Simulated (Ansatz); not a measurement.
An Ansatz (a first-principles code) run: SnAu with a change (biaxial strain −0.40 %, plane normal [001], relaxed out of plane); PBEsol (Ansatz, PAW, spin-orbit coupling left out).

Input:

Ansatz 0.2 input:
```yaml
crystal:
  lattice:
    - [4.3154506616, 0, 0]
    - [2.1577253308, 3.7372899017, 0]
    - [0, 0, 5.5639075515]
  atoms:
    - { symbol: Sn, position: [0.6666666667, 0.6666666667, 0.75] }
    - { symbol: Sn, position: [0.3333333333, 0.3333333333, 0.25] }
    - { symbol: Au, position: [0, 0, 0.5] }
    - { symbol: Au, position: [0, 0, 0] }
basis: { ecutwfc: 420, ecutrho_ratio: 4, xc_grid: 2, fft_grid_basis: typed }
kpoints: { mp_grid: { grid: [15, 15, 11] } }
hamiltonian:
  xc: pbesol
  dispersion: none
  pseudopotentials: { kind: paw }
scf: { occupations: { method: fermi_dirac, width: 0.1 } }
relax: { f_tol: 0.005, max_steps: 50, cell: { stress_tol: 0.01, fix: [a, b, gamma] } }
output: { forces: true, stress: true }
checkpoint: { write: state.ck, write_every: 1000 }
```

Output (explanatory and most iteration lines left out):

```
Relaxation: its limit of steps is 50 (relax.max_steps)
Pseudopotential: Sn, paw, valence charge 14
Pseudopotential: Au, paw, valence charge 19
Crystal: 4 atoms, lattice volume = 89.735 Å³
Basis set: ecut = 420 eV, 1765 PW (Γ), exchange–correlation on 60×60×80 points (8 copies of the dense FFT grid, shifted against one another)
Bands: 40, of which v1, the nominal top of the filled ones, is band 33 counted from 1 (32 counted from 0)
Symmetry: 24 space group operations
Space group: P63/mmc (ITA 194), of the structure as read, at distance tolerance 4.5e-5 Å
k-points: 162 of 2475
Functional: x = pbesol(κ = 0.804, μ = 0.12345679012345678), c = pbesol(β = 0.046)
SCF iter   1: F=—  HF=-37914.568859 eV  |F-HF|=—  |Δ(HF+E_count)|=         —  Δρ=4.13e-3  dr2=1.33e-2  ethr=1.77e-3  ⟨swp⟩=7.0  Hψ=26541  notcnv=0  defer=24
SCF iter   2: F=—  HF=-37914.568444 eV  |F-HF|=—  |Δ(HF+E_count)|=   4.15e-4  Δρ=3.06e-3  dr2=7.80e-3  ethr=2.01e-5  ⟨swp⟩=2.4  Hψ=13221  notcnv=0  defer=64
SCF 1 converged in 6 iterations: F = -37914.565324 eV  dr2 = 8.01e-9
relax step   1: F+E_penalty+E_count = -37914.56532390 eV  Δ(F+E_penalty+E_count) = +0.000e0 eV  max|allowed force component| = 5.667e-17 eV/Å  Δτ_max = 0.0000 Å  P = +0.506 GPa  Ω = 89.735 Å³  fix = [a, b, gamma]  reactions: a +0.666, b +0.666 GPa  (6 SCF iters, dr2 threshold 1.00e-7 eV, accepted)
[... steps on the carried basis left out ...]
relax step   3: F+E_penalty+E_count = -37914.56534852 eV  Δ(F+E_penalty+E_count) = -6.941e-5 eV  max|allowed force component| = 4.973e-17 eV/Å  Δτ_max = 0.0000 Å  P = +0.393 GPa  Ω = 89.837 Å³  energy of the carried Pulay correction = -3.427e-5 eV  fix = [a, b, gamma]  reactions: a +0.591, b +0.591 GPa  (4 SCF iters, dr2 threshold 6.01e-8 eV, accepted)
Crystal: 4 atoms, lattice volume = 89.837 Å³
SCF iter   1: F=—  HF=-37914.565376 eV  |F-HF|=—  |Δ(HF+E_count)|=         —  Δρ=3.29e-6  dr2=3.24e-9  ethr=5.28e-8  ⟨swp⟩=4.2  Hψ=44195  notcnv=0
SCF iter   2: F=—  HF=-37914.565386 eV  |F-HF|=—  |Δ(HF+E_count)|=   9.64e-6  Δρ=1.20e-6  dr2=1.34e-9  ethr=4.90e-12  ⟨swp⟩=3.1  Hψ=14920  notcnv=0
SCF 4 converged in 5 iterations: F = -37914.565386 eV  dr2 = 4.06e-13
SCF converged after 5 iterations
Free energy (F): -37914.565386 eV
Internal energy: -37914.521923 eV  (E = F + TS)
E sigma→0 (E₀):  -37914.543654 eV
Entropy (-TS):   -0.043463 eV (-10.866 meV/atom)
Fermi energy:    14.323852 eV
--- Forces (eV/Å), atoms counted from 1 ---
  atom   1  Sn     0.00000000     0.00000000    -0.00000000
  atom   2  Sn    -0.00000000    -0.00000000     0.00000000
  atom   3  Au    -0.00000000    -0.00000000     0.00000000
  atom   4  Au     0.00000000    -0.00000000     0.00000000
--- Stress (GPa, compression-positive) ---
        0.590383      -0.000000       0.000000
       -0.000000       0.590383      -0.000000
        0.000000      -0.000000      -0.001103
  P = ⅓ Tr σ = 0.3932 GPa (3.932 kbar)
--- Relaxed structure (3 steps of the walk, 3 accepted, 1 SCFs on fresh bases) ---
  cell:  # Å, volume = 89.8368 Å³
    - [4.315450661586165, -1.0504982628688012e-95, -3.0940531859535637e-34]
    - [2.1577253307930824, 3.7372899017119816, 7.828666899933631e-20]
    - [-3.989160631428051e-34, 1.1654963898509942e-19, 5.570206266428442]
  atoms:
    - { symbol: Sn, position: [0.6666666666666666, 0.6666666666666667, 0.75] }
    - { symbol: Sn, position: [0.3333333333333333, 0.33333333333333337, 0.25] }
    - { symbol: Au, position: [-4.2129717533470784e-35, 4.513898307157584e-35, 0.5] }
    - { symbol: Au, position: [-4.164526136576163e-35, 4.307819583781057e-35, -5.070512793142086e-38] }
```

No phonon test of stability was made. The cell was made from SnAu in the NiAs type structure (space group P6_3/mmc, No. 194) by this change: biaxial strain −0.40 %, plane normal [001], relaxed out of plane.
